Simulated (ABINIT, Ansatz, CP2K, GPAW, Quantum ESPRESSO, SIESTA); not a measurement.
# Zr3Au (Pm-3n, 8 atoms in the cell) computed with different codes at matched settings

Self-consistent single point.

```
Zr3Au
1.0
    5.54605     0.00000     0.00000
    0.00000     5.54605     0.00000
    0.00000     0.00000     5.54605
Zr Au
6 2
Cartesian
  2.77302   1.38651   0.00000
  2.77302   4.15953   0.00000
  1.38651   0.00000   2.77302
  4.15953   0.00000   2.77302
  0.00000   2.77302   1.38651
  0.00000   2.77302   4.15953
  2.77302   2.77302   2.77302
  0.00000   0.00000   0.00000
```

All programs got the same cell, k-point mesh and kind of occupations (in Ansatz's words: kpoints.mp_grid.grid = 5 5 5; scf.occupations.method = fermi_dirac; scf.occupations.width = 0.1 eV); potentials, basis and cutoffs are each program's usual ones.

```json
[
 {"code": "Quantum ESPRESSO", "model": "PBEsol, GBRV 1.5 ultrasoft (PBESOL) pseudopotentials", "pressure (GPa)": "-6.28", "k-points": "10", "cutoff": "40 Ry"},
 {"code": "Ansatz", "model": "PBEsol, PAW files made with PBE", "pressure (GPa)": "-6.18", "k-points": "10", "cutoff": "default"},
 {"code": "CP2K", "model": "PBEsol, GPW, DZVP-MOLOPT-SR-GTH basis, GTH-PBE potentials (GTH_POTENTIALS)", "pressure (GPa)": "-5.11", "k-points": "63", "cutoff": "grid 500 Ry"},
 {"code": "SIESTA", "model": "GGA PBEsol, numerical atomic orbitals DZP, PseudoDojo PBEsol standard norm-conserving potentials (rewritten from UPF to PSML)", "pressure (GPa)": "-7.73", "k-points": "63", "cutoff": "grid 400 Ry"},
 {"code": "GPAW", "model": "PBEsol, GPAW PAW datasets PBEsol (made by gpaw-setup)", "pressure (GPa)": "-6.37", "k-points": "10", "cutoff": "600 eV"},
 {"code": "ABINIT", "model": "PBEsol, norm-conserving pseudopotentials (PseudoDojo nc-sr-04 PBEsol standard)", "pressure (GPa)": "-6.16", "k-points": "10", "cutoff": "76 Ry"}
]
```

The spread over the programs that give each value: pressure within 2.62 GPa.

The starting cell comes from a database of computed structures (which also holds hypothetical and non-ambient phases and stackings), without a prior relaxation at this level. Its lattice was rescaled by a random factor within 2.5 % of one. On Ansatz's run: Spin-orbit coupling is off. In the base run, with a pressure of about -6 GPa the cell is away from its equilibrium volume at this level.

**Question.** Why do the programs differ, and what cannot be compared?

**Answer.** Differences of this kind can come from the potentials, where these differ, and from what each basis and cutoff leave unconverged. The valence holds different numbers of electrons (Quantum ESPRESSO 94, Ansatz (a quantum-chemistry and plane-wave program) 110, CP2K 94, SIESTA 110, GPAW 94, ABINIT 110). The zero of total energies and Fermi levels follows the potentials and each program's conventions, so they are not compared here. CP2K and SIESTA use small atom-centred bases, whose incompleteness enters pressures, forces and empty levels differently from a plane-wave cutoff. Ansatz's pressure is given at a fixed set of plane waves, as the other plane-wave codes print theirs. The programs reduce the same mesh by symmetry to different extents, which changes the work and not the result. In the pressure, CP2K (by 1.12) and SIESTA (by 1.50) lie more than 1 GPa from the median of the plane-wave programs.

Left out of this page: Elk (not drawn, or without a comparable value); FLEUR (with a known weakness of the program).

Keys are those of Ansatz 0.2.
